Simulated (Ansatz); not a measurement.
An Ansatz (an electronic-structure program) input for (Si)4/(Ge)5 zinc blende (111) superlattice on Ge:

Ansatz 0.2 input:
```yaml
crystal:
  lattice:
    - [4.074964828, -0.000000029, 0.0]
    - [-2.037482389, 3.529023075, 0.0]
    - [0.0, 0.0, 28.981816571]
  atoms:
    - { symbol: Si, position: [0.0, 0.0, -0.003024142] }
    - { symbol: Si, position: [0.0, 0.0, 0.07870594] }
    - { symbol: Si, position: [0.333333333, 0.666666667, 0.103653806] }
    - { symbol: Si, position: [0.333333333, 0.666666667, 0.185545664] }
    - { symbol: Si, position: [0.666666667, 0.333333333, 0.210524959] }
    - { symbol: Si, position: [0.666666667, 0.333333333, 0.292416817] }
    - { symbol: Si, position: [0.0, 0.0, 0.317364682] }
    - { symbol: Si, position: [0.0, 0.0, 0.399094764] }
    - { symbol: Ge, position: [0.333333333, 0.666666667, 0.425653838] }
    - { symbol: Ge, position: [0.333333333, 0.666666667, 0.511793259] }
    - { symbol: Ge, position: [0.666666667, 0.333333333, 0.54038109] }
    - { symbol: Ge, position: [0.666666667, 0.333333333, 0.62637727] }
    - { symbol: Ge, position: [0.0, 0.0, 0.655012433] }
    - { symbol: Ge, position: [0.0, 0.0, 0.741058189] }
    - { symbol: Ge, position: [0.333333333, 0.666666667, 0.769693352] }
    - { symbol: Ge, position: [0.333333333, 0.666666667, 0.855689533] }
    - { symbol: Ge, position: [0.666666667, 0.333333333, 0.884277363] }
    - { symbol: Ge, position: [0.666666667, 0.333333333, 0.970416784] }
basis:
  ecutwfc: 420
  ecutrho_ratio: 4
  xc_grid: 2
kpoints:
  mp_grid: { grid: [9, 9, 1] }
hamiltonian:
  xc: pbe
  dispersion: none
  pseudopotentials: { kind: paw }
scf:
  n_extra_bands: 30
  occupations: { method: fermi_dirac, width: 0.01 }
output:
  eigenstates:
    kpoints:
      - [0, 0, 0]
      - [0, 0, 0.5]
      - [0.333333333333, 0.333333333333, 0]
      - [0.5, 0, 0]
    e_range: [-5, 6]
    localisation: true
  eigenvalues: true
magnetization:
  noncollinear: true
  spin_orbit: true
```

Level of theory: PBE with spin-orbit coupling (plane waves to 420 eV, PAW; Ansatz).  Its k-point mesh 9×9×1, Fermi–Dirac width 0.01 eV.

Problem. What does the end of the output print (band table and long remarks left out, numbers rounded to eight decimals)?

Solution. 
```
SCF converged after 11 iterations
Magnetization: |M| = 0.0000 μB,  M = (+0.0000, +0.0000, +0.0000) μB
Absolute magnetization: 0.0000 μB (∫|m|)
  site 0: m = (+0.0000, +0.0000, +0.0000) μB, |m| = 0.0000 μB  (R = 0.98 Å)
  site 1: m = (+0.0000, +0.0000, +0.0000) μB, |m| = 0.0000 μB  (R = 0.98 Å)
  site 2: m = (+0.0000, +0.0000, +0.0000) μB, |m| = 0.0000 μB  (R = 0.98 Å)
  site 3: m = (+0.0000, +0.0000, +0.0000) μB, |m| = 0.0000 μB  (R = 0.98 Å)
  site 4: m = (+0.0000, +0.0000, +0.0000) μB, |m| = 0.0000 μB  (R = 0.98 Å)
  site 5: m = (+0.0000, +0.0000, +0.0000) μB, |m| = 0.0000 μB  (R = 0.98 Å)
  site 6: m = (+0.0000, +0.0000, +0.0000) μB, |m| = 0.0000 μB  (R = 0.98 Å)
  site 7: m = (+0.0000, +0.0000, +0.0000) μB, |m| = 0.0000 μB  (R = 0.98 Å)
  site 8: m = (+0.0000, +0.0000, +0.0000) μB, |m| = 0.0000 μB  (R = 1.02 Å)
  site 9: m = (+0.0000, +0.0000, +0.0000) μB, |m| = 0.0000 μB  (R = 1.03 Å)
  site 10: m = (+0.0000, +0.0000, +0.0000) μB, |m| = 0.0000 μB  (R = 1.03 Å)
  site 11: m = (+0.0000, +0.0000, +0.0000) μB, |m| = 0.0000 μB  (R = 1.03 Å)
  site 12: m = (+0.0000, +0.0000, +0.0000) μB, |m| = 0.0000 μB  (R = 1.03 Å)
  site 13: m = (+0.0000, +0.0000, +0.0000) μB, |m| = 0.0000 μB  (R = 1.03 Å)
  site 14: m = (+0.0000, +0.0000, +0.0000) μB, |m| = 0.0000 μB  (R = 1.03 Å)
  site 15: m = (+0.0000, +0.0000, +0.0000) μB, |m| = 0.0000 μB  (R = 1.03 Å)
  site 16: m = (+0.0000, +0.0000, +0.0000) μB, |m| = 0.0000 μB  (R = 1.03 Å)
  site 17: m = (+0.0000, +0.0000, +0.0000) μB, |m| = 0.0000 μB  (R = 1.02 Å)
Free energy (F): -48036.748420 eV
Harris-Foulkes:  -48036.748420 eV  (|F-HF|=1.58e-8)
Internal energy: -48036.748063 eV  (E = F + TS)
E sigma→0 (E₀):  -48036.748241 eV
Entropy (-TS):   -0.000358 eV (-0.020 meV/atom)
Fermi energy:    6.932379 eV
--- Per-component energies (eV) ---
  E_band       = -1650.921096
  E_kinetic    = 1418.989560
  E_local      = -75746.654540  (includes V_loc(G=0)·N_el)
  E_nonlocal   = 4388.306360
  E_hartree    = 36222.296681
  E_xc         = -1188.714440
  E_vxc        = -1008.700100  (∫ρ·V_xc dr)
  E_paw        = -24301.380812  (= ΣΔE_a)
  E_vpaw       = -3147.506082  (= ΣTr[D̂ρ^β])
  E_aug_tail   = 0.003176  (compensation charges beyond the density's cutoff)
  E_ewald      = 11170.405951
  E_smearing   = -0.000358  (= −TS)
  E_closure    = 0.000000  (closes the sum)
  Σ components = -48036.748420   (vs F -48036.748420, Δ=0.00e0)
```

Cost: around 5 core-minutes (rough).
